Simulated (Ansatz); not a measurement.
Start from Y in the hcp (Mg type) structure (space group P6_3/mmc, No. 194; a = 3.594 Å, c = 5.610 Å; relaxed with 0.1 eV smearing). Axes: x lies along a and z along c of the hexagonal cell.

Computed with Ansatz (an electronic-structure program) PBEsol, spin-orbit coupling left out.

One thing is altered: every lattice vector is stretched by 1.00 %; the atoms relax in the strained cell.

### Question
Predict the stress tensor and what it implies for the stiffness.

### Answer
Stress of the strained cell less that of the base (GPa, compression positive):
```
   -1.2     0.0     0.0
    0.0    -1.2     0.0
    0.0     0.0    -1.2
```

Then B = −ΔP/(ΔV/V₀) with ΔV/V₀ = 0.0303 gives secant stiffness values (nonlinear terms included at this strain): B (at held cell shape, above the free-shape value) ≈ 40 GPa.

Stability against distortions was not tested. The final runs are not spin-polarised.
